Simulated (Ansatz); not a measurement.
## KF (Pm-3m, No. 221, 2 atoms in the cell; start mp-8454; a measured phase of this formula has another space group)

All values below come from r²SCAN0 (Ansatz, a quantum-chemistry and plane-wave program, plane waves, PAW).

Run with plane-wave cutoff 520 eV, 8×8×8 k mesh, Fermi–Dirac smearing 0.01 eV, scalar-relativistic PAW data made under PBE.

Cell (relaxed with PBEsol):

Space group Pm-3m (No. 221); a = 3.1760 Å, b = 3.1760 Å, c = 3.1760 Å, α = 90.00°, β = 90.00°, γ = 90.00°

```json
[
 {"atom": "K", "site": "1a", "symmetry": "m-3m", "x": "0.0000", "y": "0.0000", "z": "0.0000"},
 {"atom": "F", "site": "1b", "symmetry": "m-3m", "x": "0.5000", "y": "0.5000", "z": "0.5000"}
]
```

```json
{
  "band_gap": "10.29 eV (on the SCF k mesh) (indirect)",
  "smallest_direct_gap_on_the_k_points_sampled": "10.31 eV"
}
```

Note: cell and atoms aren't relaxed at this level (pressure -0.5 GPa).

Computed values are for the static lattice.

It cost roughly 100 core-seconds of CPU time.

A start named mp-… is a Materials Project structure, which need not be a measured phase.
